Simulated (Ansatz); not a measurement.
The starting structures come from a database of crystals and need not be the phases stable at ambient conditions.

 Where the default PAW files enter, the runs use the earlier of Ansatz's two default sets.

**Evanescent states of NaH (Fm-3m, rock salt, not sure to be the ambient phase, 2 atoms a cell, 13.1 Å³ an atom) along the normal of (111)**

All values below come from r2SCAN (plane waves, PAW; Ansatz, a program for electronic structure).

The gap is the functional's own, uncorrected, and κ follows it; spin-orbit coupling is left out. Mid-gap values are interpolated between the computed energies.

Energies count from the valence-band top; κ is the least over a 12×12 mesh across the current.

```csv
E (eV),κ (1/Å),where
0.10,0.198,off Γ
0.32,0.275,off Γ
0.53,0.294,Γ
0.73,0.304,Γ
0.94,0.310,Γ
1.16,0.315,Γ
1.36,0.317,Γ
1.57,0.317,Γ
1.78,0.316,Γ
2.00,0.312,Γ
2.21,0.307,Γ
2.42,0.300,Γ
2.62,0.291,Γ
2.83,0.280,Γ
3.04,0.267,Γ
3.25,0.251,Γ
3.46,0.233,Γ
3.67,0.211,Γ
3.88,0.185,Γ
4.09,0.152,Γ
4.30,0.105,Γ
```

Question: How thick must the barrier be to attenuate the transmission by 10^6 when the electrodes' Fermi level lies at 0.73 eV, and what attenuation does that film give at 1.57 eV?

Answer: d = 6 ln 10 / (2 × 0.304) = 22.7 Å. At 1.57 eV it gives 6 × 0.317/0.304 = 6.3 decades.
